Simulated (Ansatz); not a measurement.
End structure of a constructed model of the (110) surface of bcc V, a layer of Ir in place of the second plane (bottom of the slab: a bare face, its two planes held):

```
CELL_PARAMETERS angstrom
      2.59563     0.00000     0.00000
     -0.86521     2.44719     0.00000
      0.00000     0.00000    26.50000
ATOMIC_POSITIONS crystal
  V  0.50000 0.50000 0.30278
  V  0.00000 0.00000 0.38276
  V  0.50000 0.50000 0.46212
  V  0.00000 0.00000 0.54004
  Ir 0.50000 0.50000 0.62107
  V  0.00000 0.00000 0.70037
```

Model: 6-atom slab, 10.5 Å thick at the start (thin: gaps and levels are the slab's own), 15x15x1 mesh, Fermi-Dirac 0.1 eV, dipole correction, 2 atoms held, the rest relaxed; start symmetry kept, larger cells not searched; no spin, no spin-orbit, no U. It is one candidate, not shown to be the stable structure of the face.

**Question.** Estimate the work function of the top face that Ansatz (a quantum-chemistry and plane-wave program) with PBE returns for this input.

**Answer.** 4.78 eV
